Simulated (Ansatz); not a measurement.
Results of HSE06 in Ansatz (plane waves, PAW) for InSe (C2/m, No. 12, 4 atoms in the cell; start mp-21405; a measured phase of this formula has another space group).

Numerical settings: plane-wave cutoff 460 eV, 6×6×6 k mesh, Fermi–Dirac smearing 0.01 eV, scalar-relativistic PAW data made under PBE.

Cell (relaxed with PBEsol):

```yaml
crystal:
  lattice:
    - [5.87457, -2.05522, 0.08333]
    - [5.87457, 2.05522, 0.08333]
    - [-1.66924, 0.00000, 4.24769]
  atoms:
    - { symbol: In, position: [0.11417, 0.11417, 0.97080] }
    - { symbol: In, position: [0.88583, 0.88583, 0.02920] }
    - { symbol: Se, position: [0.34523, 0.34523, 0.36254] }
    - { symbol: Se, position: [0.65477, 0.65477, 0.63746] }
```

Question: Predict the band gap, smallest direct gap on the k points sampled and direct gap at Γ.

Answer: 
band gap: 1.42 eV
smallest direct gap on the k points sampled: 1.82 eV
direct gap at Γ: 5.10 eV

Note: cell and atoms aren't relaxed at this level (largest force component 0.21 eV/Å, pressure 1.1 GPa).

Spin–orbit coupling is not included.

A start named mp-… is a Materials Project structure, which need not be a measured phase.

Ansatz is an electronic-structure program.
